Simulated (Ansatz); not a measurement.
# Effective masses and thermopower of MgO under load (space group Fm-3m)

Data:

```xyz
2
Lattice="0.0000 2.1109 2.1109 2.1109 0.0000 2.1109 2.1109 2.1109 0.0000" Properties=species:S:1:pos:R:3 pbc="T T T"
Mg     0.0000     0.0000     0.0000
O      2.1109     2.1109     2.1109
```

Computed with r2SCAN, rigid bands (plane waves, PAW, scalar-relativistic; Ansatz, a quantum-chemistry and plane-wave program). Condition of this run: hydrostatic pressure -2 GPa (the target of the relaxation). How the cell was made: cell and atoms relaxed with r2SCAN, then loaded as said.

```yaml
band_gap: 5.56 eV
electron conductivity mass (300 K, dilute): 0.37 mₑ
hole conductivity mass (300 K, dilute): 2.3 mₑ
effective density of states N_c (300 K): 5.5e18 cm⁻³
effective density of states N_v (300 K): 2.9e20 cm⁻³
density_of_states_mass_electrons: 0.36 mₑ
density_of_states_mass_holes: 5.2 mₑ
Seebeck coefficient, n-type 1e19 cm⁻³, 300 K: -177 μV/K
best n-type power factor at 300 K for τ = 10 fs (best axis; densities from 1e16 to 1e21 cm⁻³ tried, whether or not they can be reached): 2.4 μW/(cm·K²) at 3e19 cm⁻³
Seebeck coefficient, p-type 1e19 cm⁻³, 300 K: 506 μV/K
```

Rigid bands; masses and Seebeck coefficients take one relaxation time τ for all states and one kind of carrier; polarons and phonon drag are left out. Spin-orbit coupling is left out.
